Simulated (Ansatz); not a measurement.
**PdTe (model structure, started from the CsCl type, Pm-3m, No. 221, 2 atoms in the cell)**

Computed with r²SCAN (Ansatz, a first-principles code, PAW).

Run with plane-wave cutoff 560 eV, 16×16×16 k mesh, Fermi–Dirac smearing 0.05 eV, scalar-relativistic PAW data made under PBE.

Cell (relaxed at this level):

```
CELL_PARAMETERS angstrom
      3.43899     0.00000     0.00000
      0.00000     3.43899     0.00000
      0.00000     0.00000     3.43899
ATOMIC_POSITIONS crystal
  Pd 0.00000 0.00000 0.00000
  Te 0.50000 0.50000 0.50000
```

For PdTe (model structure, started from the CsCl type, Pm-3m, No. 221, 2 atoms in the cell), the band gap is zero (no gap) and the bulk modulus B0 is 106 GPa.

Note: the bulk modulus is −V dP/dV from two relaxed cells at ±2 % in volume; the relaxation could raise the start's symmetry but not lower it, so the cell can be a saddle point.

Spin–orbit coupling is not included; it can open a gap where bands touch, and shift volumes and moduli.

A model structure was made by putting elements into a prototype or built by hand; it is no filed structure, need not be a known phase, and can be a saddle point held by its symmetry.
